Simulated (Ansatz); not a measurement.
Partial pair distribution functions of a relaxed model of amorphous Si28O28C14, broadened by 0.06 Å; density 2.25 g/cm³. The numbers are results of PBE, scalar-relativistic without spin-orbit coupling (plane waves to 420 eV, PAW; Ansatz, a first-principles code), not measurements. In the spin-polarised cell the level spacing at the Fermi energy can part levels of unlike spin.

It comes from a melt-quench run on a machine-learned potential (CHGNet), relaxed afterwards by DFT. O atoms were pushed apart under 1.9 Å during the dynamics, to hinder bonds among them. The hot cell started wider than the set density and was brought back towards it in steps. It is the lowest in DFT energy of 2 quenches. It is a model cell: composition and starting density were chosen by hand, and all elements were melted together. No dispersion term was used. Its density started from a set value of 2.14 and ended at 2.25 g/cm³. Cooling (nominally 200 K/ps over its main leg) ran many orders faster than in experiment, which tends to leave more defects and strain. A cell of this size samples the disorder only roughly. The volume was free in the relaxation, at fixed shape. Stress components on the final sampling reach 1.4 GPa. On a 2×2×2 Γ-centred mesh force components of up to 0.25 eV/Å stay, since the relaxation ran on the zone centre alone.

| r (Å) | g Si-O | g Si-C | g Si-Si | g O-O |
|---|---|---|---|---|
| 1.40 | 0.01 | 0.00 | 0.00 | 0.00 |
| 1.50 | 0.84 | 0.00 | 0.00 | 0.00 |
| 1.60 | 9.84 | 0.01 | 0.00 | 0.00 |
| 1.70 | 9.11 | 0.37 | 0.00 | 0.00 |
| 1.80 | 1.48 | 4.31 | 0.00 | 0.00 |
| 1.90 | 0.40 | 8.32 | 0.00 | 0.00 |
| 2.00 | 0.06 | 3.66 | 0.00 | 0.00 |
| 2.10 | 0.00 | 0.72 | 0.00 | 0.00 |
| 2.20 | 0.00 | 0.03 | 0.16 | 0.00 |
| 2.30 | 0.00 | 0.00 | 1.27 | 0.00 |
| 2.40 | 0.00 | 0.03 | 1.74 | 0.07 |
| 2.50 | 0.00 | 0.48 | 1.09 | 1.32 |
| 2.60 | 0.00 | 0.72 | 0.52 | 4.92 |
| 2.70 | 0.01 | 0.85 | 0.58 | 5.09 |
| 2.80 | 0.13 | 1.76 | 0.76 | 1.88 |
| 2.90 | 0.23 | 2.32 | 1.23 | 0.49 |
| 3.00 | 0.44 | 1.23 | 2.36 | 0.27 |
| 3.10 | 0.71 | 0.86 | 2.99 | 0.31 |
| 3.20 | 0.79 | 0.91 | 1.36 | 0.70 |
| 3.30 | 0.91 | 0.79 | 0.81 | 1.03 |
| 3.40 | 1.20 | 1.22 | 0.62 | 0.67 |
| 3.50 | 0.98 | 1.06 | 0.48 | 0.57 |
| 3.60 | 1.23 | 0.98 | 0.57 | 0.76 |
| 3.70 | 1.52 | 1.37 | 0.71 | 0.46 |
| 3.80 | 1.62 | 1.06 | 0.61 | 0.52 |
| 3.90 | 1.09 | 0.97 | 0.56 | 0.48 |
| 4.00 | 1.09 | 1.12 | 0.47 | 0.57 |
| 4.10 | 1.32 | 0.88 | 0.80 | 0.86 |
| 4.20 | 1.35 | 0.96 | 0.93 | 1.16 |
| 4.30 | 1.04 | 1.18 | 1.25 | 1.19 |
| 4.40 | 0.86 | 1.34 | 1.25 | 1.04 |
| 4.50 | 0.83 | 1.34 | 1.02 | 1.05 |
| 4.60 | 0.94 | 1.21 | 1.07 | 0.98 |
| 4.70 | 0.96 | 0.86 | 1.24 | 1.07 |
| 4.80 | 0.93 | 0.77 | 1.18 | 1.30 |
| 4.90 | 0.66 | 0.88 | 1.26 | 1.00 |
| 5.00 | 0.70 | 0.83 | 1.14 | 0.92 |

Within 2.04 Å each Si has 2.04 O neighbours on average.
